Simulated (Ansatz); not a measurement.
The starting structures come from a database of crystals and need not be the phases stable at ambient conditions.

```
CsGeI3
1.0
    6.06593     0.00000     0.00000
    0.23272     6.12366     0.00000
   -0.18267    -0.22358     6.05906
Cs Ge I
1 1 3
Direct
  0.08901   0.58661   0.91099
  0.62735   0.13414   0.37265
  0.58838   0.58077   0.41162
  0.08007   0.09324   0.40881
  0.59119   0.09324   0.91993
```

Space group of this cell: Cm. The cell is taken as given.

Transport runs along the normal of the first two printed cell vectors.

The gap is the functional's own. No spin-orbit coupling. Mid-gap values are interpolated on the energy grid.

Problem. Give the band gap and the smallest decay constant κ at mid-gap that Ansatz (a first-principles code) with r2SCAN yields.

Solution. Gap 1.20 eV on a 6×6×6 mesh; κ = 0.102 1/Å, at (0.500, 0.500) of the in-plane reciprocal vectors. At the zone centre, at the nearest computed energy, the slowest state has κ = 0.17 1/Å.
